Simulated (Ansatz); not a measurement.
Base system: an 8-atom supercell of BP in the zinc blende structure (space group F-43m, No. 216; a = 4.5202 Å) at its relaxed geometry.

All numbers come from PBEsol (Ansatz, an electronic-structure program; PAW; 420 eV plane waves; spin-orbit coupling left out).

One neutral defect a cell, atoms relaxed at fixed cell.

One change was made to it. Results:

| quantity | base | after |
|---|---|---|
| pressure | 0.0 GPa | 17.1 GPa |
| largest displacement of a host atom from its site in the perfect cell | – | 0.18 Å |

Task: Name the change that was made.
A) P vacancy, symmetric start
B) P on a B site (antisite)
C) Li interstitial (started 1.96 Å from the nearest host atom), symmetric start

Result: B, P on a B site (antisite). For comparison, the pressure in the other runs: Li interstitial (started 1.96 Å from the nearest host atom), symmetric start gives 12.5 GPa; P vacancy, symmetric start gives -2.6 GPa.

The magnetic state is the one reached from the starting moments; the real material's order can differ, and small cells can't hold many antiferromagnetic ones. The cell is small, so the values are those of an ordered compound at a high defect concentration; dilute-limit values will differ. The mesh was chosen for an insulator and is coarse for the gapless case. Defects with a symmetric start kept the site's symmetry and may sit on a saddle; the others started slightly shaken. Starting moments died away, wholly or in part, for P on a B site (antisite), Li interstitial (started 1.96 Å from the nearest host atom) and P vacancy; another magnetic solution may exist.
